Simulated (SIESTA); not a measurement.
Input and output of a self-consistent single point for TiI₃ (R32, 8 atoms in the cell) (SIESTA).

Computed with GGA PBE, numerical atomic orbitals DZP, PseudoDojo PBE standard norm-conserving potentials (rewritten from UPF to PSML) in SIESTA.

```yaml
crystal:
  lattice:
    - [3.69715, 2.13455, 6.24428]
    - [-3.69715, 2.13455, 6.24428]
    - [0.00000, -4.26910, 6.24428]
  atoms:
    - { symbol: Ti, position: [0.23700, 0.23700, 0.23700] }
    - { symbol: Ti, position: [0.76300, 0.76300, 0.76300] }
    - { symbol: I, position: [0.43000, 0.57000, 0.00000] }
    - { symbol: I, position: [0.00000, 0.43000, 0.57000] }
    - { symbol: I, position: [0.57000, 0.00000, 0.43000] }
    - { symbol: I, position: [0.07000, 0.93000, 0.50000] }
    - { symbol: I, position: [0.50000, 0.07000, 0.93000] }
    - { symbol: I, position: [0.93000, 0.50000, 0.07000] }
```

Reference input (self-consistent single point, DFT, GGA PBE, numerical atomic orbitals DZP, PseudoDojo PBE standard norm-conserving potentials (rewritten from UPF to PSML)): XC.functional = GGA; XC.authors = PBE; potentials = PseudoDojo PBE standard; PAO.BasisSize = DZP; PAO.EnergyShift = 0.01 Ry; MeshCutoff = 300 Ry; kgrid.MonkhorstPack = 3 3 3; OccupationFunction = MP; OccupationMPOrder = 0; ElectronicTemperature = 580.23 K; MaxSCFIterations = 150; SCF.Mixer.Method = Pulay. This run's input differs from it in these lines:

```diff
@@ -32,2 +32,3 @@
 PAO.EnergyShift              0.01 Ry
+PAO.SplitNorm                0.3
 MeshCutoff                   300 Ry
```

The program printed (abridged):

```
        iscf     Eharris(eV)        E_KS(eV)     FreeEng(eV)     dDmax    Ef(eV) dHmax(eV)
   scf:    1    -5314.830329    -5331.314597    -5331.328173  1.775934 -2.444188 10.817659
   scf:    2    -5337.812047    -5336.363038    -5336.374455  0.126363 -3.636103  1.295324
   scf:    3    -5336.597386    -5336.502206    -5336.515440  0.025779 -3.789312  0.686365
   scf:    4    -5336.589572    -5336.555485    -5336.570213  0.020883 -3.855512  0.422499
   scf:    5    -5336.528248    -5336.554445    -5336.569610  0.020018 -3.991607  0.490584
   [... 5 lines left out ...]
   scf:   11    -5336.569175    -5336.569168    -5336.584167  0.000208 -3.944293  0.003345
   scf:   12    -5336.569166    -5336.569167    -5336.584167  0.000049 -3.944608  0.000052
   scf:   13    -5336.569167    -5336.569167    -5336.584167  0.000014 -3.944603  0.000022
   scf:   14    -5336.569167    -5336.569167    -5336.584167  0.000003 -3.944604  0.000055
SCF Convergence by DM+H criterion
max |DM_out - DM_in|         :     0.0000033469
max |H_out - H_in|      (eV) :     0.0000550738
SCF cycle converged after 14 iterations

Using DM_out to compute the final energy and forces

siesta: E_KS(eV) =            -5336.5692

siesta: E_KS - E_eggbox =     -5336.5692

siesta: Atomic forces (eV/Ang):
     1    0.000000   -0.000000    2.233095
     2    0.000000    0.000000   -2.233095
     3   -0.397397   -0.000001   -0.000001
     4    0.198699   -0.344155   -0.000000
     5    0.198698    0.344156   -0.000001
     6    0.613864    0.000000    0.000000
     7   -0.306932    0.531622    0.000000
     8   -0.306931   -0.531622    0.000000
   Tot   -0.000000    0.000000    0.000000
   Max    2.233095
   Res    0.694553    sqrt( Sum f_i^2 / 3N )
   Max    2.233095    constrained

   [... lines left out ...]
siesta: FreeEng =     -5336.584167
siesta: Cell volume =        295.670181 Ang**3
siesta:          27.97056801         77.17702335  kBar
   [... lines left out ...]
   [... 9 lines left out ...]

mulliken: Qtot =       66.000

Mulliken Atomic Populations:
Atom #   charge [q] valence [e]  Species
     1    -0.306890   12.306890  Ti
     2    -0.306891   12.306891  Ti
     3     0.030965    6.969035  I
     4     0.030965    6.969035  I
     5     0.030965    6.969035  I
     6     0.173628    6.826372  I
     7     0.173628    6.826372  I
     8     0.173628    6.826372  I
 Total     0.000000
```

The run converged in 14 iterations. Against the reference run the free energy rises by 42.7 meV/atom, the pressure goes from 3.00 to 2.80 GPa and the largest force goes from 2.168 to 2.233 eV/Å.

The starting cell was generated: these elements placed on a structure prototype, without a prior relaxation; it need not be a known phase or ordering of this composition. Spin polarisation is off, so a magnetic state, if there is one, cannot be reached. Values carry the incompleteness of an atom-centred basis. Forces in this geometry exceed 1 eV/Å.
